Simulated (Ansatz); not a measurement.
The starting structures come from a database of crystals and need not be the phases stable at ambient conditions.

By PBEsol, the system below comes out a metal.

The ballistic (Sharvin) conductance counts the channels at the Fermi level: G/A = (e²/h) × channels of both spins per area.

Consider the following.

```
CELL_PARAMETERS angstrom
      3.24874     0.00000     0.00000
      0.00000     5.02575     0.00000
      0.00000     0.00000     5.50263
ATOMIC_POSITIONS crystal
  Co 0.75000 0.49891 0.69749
  Co 0.25000 0.50109 0.30251
  Co 0.25000 0.00109 0.19749
  Co 0.75000 0.99891 0.80251
  P  0.75000 0.69165 0.08162
  P  0.25000 0.30835 0.91838
  P  0.25000 0.80835 0.58162
  P  0.75000 0.19165 0.41838
```

Space group of this cell: Pnma. The cell is taken as given; by PBEsol its mean pressure is -3.0 GPa.

The current flows along the normal of the first two printed cell vectors. No spin-orbit coupling; the value is a mean over 0.1 eV about the Fermi level.

**Question.** Estimate the ballistic conductance per area that Ansatz (an electronic-structure program) with PBEsol returns for this system.

**Answer.** 0.51 × 10¹⁵ S/m² for both spins.
